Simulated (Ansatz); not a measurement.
Hypothetical cubic perovskite TlCdBr3: response to strain

Take TlCdBr3 in the cubic perovskite structure (space group Pm-3m, No. 221; a hypothetical phase, not in the database extracts checked) as the base.

```yaml
crystal:
  lattice:
    - [5.46258, 0.00000, 0.00000]
    - [0.00000, 5.46258, 0.00000]
    - [0.00000, 0.00000, 5.46258]
  atoms:
    - { symbol: Tl, position: [0.00000, 0.00000, 0.00000] }
    - { symbol: Cd, position: [0.50000, 0.50000, 0.50000] }
    - { symbol: Br, position: [0.00000, 0.50000, 0.50000] }
    - { symbol: Br, position: [0.50000, 0.50000, 0.00000] }
    - { symbol: Br, position: [0.50000, 0.00000, 0.50000] }
```

Cartesian axes are those of the cell as printed.

Strains are applied to the cell and any free atomic positions relax.

The values are results of Ansatz (a program for electronic structure) r2SCAN, spin-orbit coupling left out, not measurements.

```tsv
uniaxial strain ε_yy (%)	band gap (eV)
0	1.52
0.71	?
1.99	1.45
4.4	1.39
```

### Question
Fit E_g = E₀ + Dε (ε in %) to the rows shown and predict the withheld row.

### Answer
Least squares on the printed values gives E₀ = 1.52 eV, D = -29.4 meV per % of strain (largest residual 0.01 eV); this predicts 1.50 eV, and the run gives 1.49 eV, in agreement.

Spin-orbit coupling, missing from the scalar runs, can matter with Tl. Whether these cells are dynamically stable was not tested. Many cubic perovskites are stable only at high temperature; tilts and polar distortions were not tested.
